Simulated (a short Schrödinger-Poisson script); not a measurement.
## Symmetric double-gate stack, Si3N4 on p-type Si(100)

System: symmetric double-gate stack, Si3N4 on p-type Si(100), at 300 K.

```
layer  material  thickness (nm)  Na (cm⁻³)
-----  --------  --------------  ---------
1         Si3N4               5          -
2            Si               5       7e15
3         Si3N4               5          -
```

Constants are typed, rounded textbook-type inputs, not results; the design itself was drawn at random and stands for no fabricated device. Si3N4: permittivity 7.5, conduction-band edge (eV) 1.95, gap (eV) 5.1, electron mass (mₑ) 0.5. Si: permittivity 11.7, conduction-band edge (eV) 0, gap (eV) 1.124, Nv at 300 K (cm⁻³) 3.1e19.

Channel valleys (confinement mass, in-plane density-of-states mass, number): Δ2 0.916, 0.19, 2; Δ4 0.19, 0.417, 4. At the gates, both at one voltage, the conduction-band edge of layer 1 lies 2.11 eV − eVg above the Fermi level of the channel. Gaps are held at their typed values at every temperature. Mesh 0.03 nm at interfaces.

From a short Schrödinger-Poisson script (our own, NumPy): 1D Poisson equation in equilibrium, electrons quantum, Hartree (BenDaniel-Duke, 12 states a valley, the channel's in-plane mass for all, wave functions free to enter the dielectric), parabolic valleys, classical holes, full ionisation, no traps, pinning or gate leakage.

| Vg (V) | electrons (cm⁻²) | C (μF/cm²) | Δ2 E0 (meV) | Δ2 E1 (meV) | Δ4 E0 (meV) | Δ4 E1 (meV) |
|---|---|---|---|---|---|---|
| -0.2 | 4.35e6 | < 0.003 | 375.3 | 420.5 | 414.7 | 580.2 |
| -0.1 | 2.08e8 | < 0.003 | 275.3 | 320.6 | 314.7 | 480.2 |
| 0 | 9.70e9 | 0.0597 | 176.0 | 221.2 | 215.4 | 380.8 |
| 0.1 | 2.44e11 | 0.911 | 92.6 | 137.2 | 131.8 | 296.6 |
| 0.2 | 1.10e12 | 1.70 | 53.3 | 95.9 | 92.0 | 254.3 |
| 0.3 | 2.26e12 | 1.96 | 34.4 | 74.6 | 72.6 | 231.8 |
| 0.4 | 3.52e12 | 2.07 | 22.5 | 60.1 | 60.2 | 216.1 |
| 0.5 | 4.83e12 | 2.13 | 13.9 | 49.0 | 51.2 | 203.9 |
| 0.6 | 6.17e12 | 2.18 | 7.1 | 39.8 | 44.2 | 193.6 |
| 0.7 | 7.54e12 | 2.21 | 1.5 | 31.9 | 38.3 | 184.6 |
| 0.8 | 8.93e12 | 2.23 | -3.3 | 24.9 | 33.4 | 176.7 |
| 0.9 | 1.03e13 | 2.25 | -7.6 | 18.6 | 29.1 | 169.5 |
| 1 | 1.17e13 | 2.27 | -11.5 | 12.8 | 25.2 | 162.9 |
| 1.1 | 1.32e13 | 2.28 | -15.1 | 7.4 | 21.8 | 156.8 |
| 1.2 | 1.46e13 | 2.30 | -18.5 | 2.4 | 18.7 | 151.1 |
| 1.3 | 1.60e13 | 2.31 | -21.7 | -2.3 | 15.8 | 145.7 |
| 1.4 | 1.75e13 | 2.32 | -24.8 | -6.8 | 13.2 | 140.7 |
| 1.5 | 1.89e13 | 2.33 | -27.7 | -11.1 | 10.7 | 135.9 |
| 1.6 | 2.04e13 | 2.34 | -30.6 | -15.1 | 8.4 | 131.4 |

Gate voltages with under 1e6 electrons/cm² are left out.

Subbands count from the Fermi level. The capacitance is that of both gates.
